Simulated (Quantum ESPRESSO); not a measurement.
The steps of a band-structure calculation for MoTe2 (P6_3/mmc, 6 atoms in the cell) with Quantum ESPRESSO.

Method of the run: PBE, GBRV 1.5 ultrasoft (PBE) pseudopotentials (plane waves; Quantum ESPRESSO).

Step 1 (scf):

```fortran
&CONTROL
  calculation = 'scf'
  prefix = 'run'
  outdir = './tmp'
  pseudo_dir = './'
  tprnfor = .true.
  tstress = .true.
/
&SYSTEM
  ibrav = 4
  A = 3.5414721624
  C = 14.0451560000
  nat = 6
  ntyp = 2
  ecutwfc = 40
  ecutrho = 320
  occupations = 'smearing'
  smearing = 'fd'
  degauss = 0.0036749
/
&ELECTRONS
  conv_thr = 1.0d-9
  mixing_beta = 0.3
/
ATOMIC_SPECIES
Te   127.6000  te_pbe_v1.uspp.F.UPF
Mo    95.9500  mo_pbe_v1.uspp.F.UPF
ATOMIC_POSITIONS {angstrom}
Te    0.0000000000    2.0446699063   12.3456921240
Te    1.7707360812    1.0223349531    5.3231141240
Te    1.7707360812    1.0223349531    1.6994638760
Te    0.0000000000    2.0446699063    8.7220418760
Mo    0.0000000000    2.0446699063    3.5112890000
Mo    1.7707360812    1.0223349531   10.5338670000
K_POINTS {automatic}
4 4 1  0 0 0
```

Step 2 (bands):

```fortran
&CONTROL
  calculation = 'bands'
  prefix = 'run'
  outdir = './tmp'
  pseudo_dir = './'
  verbosity = 'high'
/
&SYSTEM
  ibrav = 4
  A = 3.5414721624
  C = 14.0451560000
  nat = 6
  ntyp = 2
  ecutwfc = 40
  ecutrho = 320
  occupations = 'smearing'
  smearing = 'fd'
  degauss = 0.0036749
  nbnd = 35
/
&ELECTRONS
  conv_thr = 1.0d-9
  startingwfc = 'random'
  diago_thr_init = 1.0d-6
  diagonalization = 'cg'
/
ATOMIC_SPECIES
Te   127.6000  te_pbe_v1.uspp.F.UPF
Mo    95.9500  mo_pbe_v1.uspp.F.UPF
ATOMIC_POSITIONS {angstrom}
Te    0.0000000000    2.0446699063   12.3456921240
Te    1.7707360812    1.0223349531    5.3231141240
Te    1.7707360812    1.0223349531    1.6994638760
Te    0.0000000000    2.0446699063    8.7220418760
Mo    0.0000000000    2.0446699063    3.5112890000
Mo    1.7707360812    1.0223349531   10.5338670000
K_POINTS {crystal_b}
12
  0.00000000   0.00000000   0.00000000  10  ! G
  0.50000000   0.00000000   0.00000000   6  ! M
  0.33333333   0.33333333   0.00000000  12  ! K
  0.00000000   0.00000000   0.00000000   2  ! G
  0.00000000   0.00000000   0.50000000  10  ! A
  0.50000000   0.00000000   0.50000000   6  ! L
  0.33333333   0.33333333   0.50000000  12  ! H
  0.00000000   0.00000000   0.50000000   1  ! A
  0.50000000   0.00000000   0.50000000   2  ! L
  0.50000000   0.00000000   0.00000000   1  ! M
  0.33333333   0.33333333   0.00000000   2  ! K
  0.33333333   0.33333333   0.50000000   1  ! H
```

Step 3 (bands.x):

```fortran
&BANDS
  prefix = 'run'
  outdir = './tmp'
  filband = 'bands.dat'
  lsym = .false.
/
```

Output of bands (abridged):

```
     Atomic positions and unit cell read from directory:
     ./tmp/run.save/
     G-vector sticks info
     --------------------
     sticks:   dense  smooth     PW     G-vecs:    dense   smooth      PW
     Sum         979     499    151                99385    35309    5897

     bravais-lattice index     =            4
     lattice parameter (alat)  =       6.6924  a.u.
     unit-cell volume          =    1029.4884 (a.u.)^3
   [... lines left out ...]
     number of k points=    65  Fermi-Dirac smearing, width (Ry)=  0.0037
   [... lines left out ...]
        k(    3) = (   0.1000000   0.0577350   0.0000000), wk =   0.0307692
   [... 62 lines left out ...]

     Dense  grid:    99385 G-vectors     FFT dimensions: (  40,  40, 160)

     Smooth grid:    35309 G-vectors     FFT dimensions: (  27,  27, 108)

     The potential is recalculated from file :
     ./tmp/run.save/charge-density

     Band Structure Calculation
     CG style diagonalization

     ethr =  1.00E-06,  avg # of iterations = 26.6

     End of band structure calculation

          k = 0.0000 0.0000 0.0000 (  4409 PWs)   bands (ev):

   -51.0534 -51.0534 -25.1980 -25.1980 -25.0883 -25.0883 -25.0883 -25.0883
    -3.1355  -2.8222  -2.3067  -1.8221   4.0032   5.2666   6.7451   8.0240
     8.0240   8.0370   8.0370   8.7858   8.7859   8.8227   8.8227   8.8262
     9.4793   9.8598  12.6425  12.6425  12.7562  12.7562  12.8262  12.8262
    13.0819  13.0819  15.3958

          k = 0.0500 0.0289 0.0000 (  4401 PWs)   bands (ev):

   -51.0532 -51.0532 -25.1974 -25.1974 -25.0913 -25.0913 -25.0890 -25.0890
    -3.1009  -2.7882  -2.2809  -1.7995   4.0420   5.3039   6.7284   7.9414
     7.9574   8.0511   8.0664   8.6287   8.7357   8.7751   8.8124   8.8375
     9.5755   9.8221  12.4895  12.6051  12.6604  12.6604  12.7398  12.8038
    12.8483  13.0137  15.5948

   [... 63 blocks of this kind left out ...]
```

Output of bands.x (abridged):

```
     Reading xml data from directory:

     ./tmp/run.save/

     G-vector sticks info
     --------------------
     sticks:   dense  smooth     PW     G-vecs:    dense   smooth      PW
     Sum         979     499    151                99385    35309    5897

     Reading collected, re-writing distributed wavefunctions
     high-symmetry point:  0.0000 0.0000 0.0000   x coordinate   0.0000
     high-symmetry point:  0.5000 0.2887 0.0000   x coordinate   0.5774
     high-symmetry point:  0.3333 0.5774 0.0000   x coordinate   0.9107
     high-symmetry point:  0.0000 0.0000 0.0000   x coordinate   1.5774
     high-symmetry point:  0.0000 0.0000 0.1261   x coordinate   1.7034
     high-symmetry point:  0.5000 0.2887 0.1261   x coordinate   2.2808
     high-symmetry point:  0.3333 0.5774 0.1261   x coordinate   2.6141
     high-symmetry point:  0.0000 0.0000 0.1261   x coordinate   3.2808
     high-symmetry point:  0.5000 0.2887 0.1261   x coordinate   3.2808
     high-symmetry point:  0.5000 0.2887 0.0000   x coordinate   3.4068
     high-symmetry point:  0.3333 0.5774 0.0000   x coordinate   3.4068
     high-symmetry point:  0.3333 0.5774 0.1261   x coordinate   3.5329

     Plottable bands (eV) written to file bands.dat.gnu
     Bands written to file bands.dat

   JOB DONE.
```

The gap along the path is 0.66 eV.

The starting cell has typed, rounded lattice constants, without a prior relaxation at this level. Its lattice was rescaled by a random factor within 2.5 % of one. Spin-orbit coupling is off.
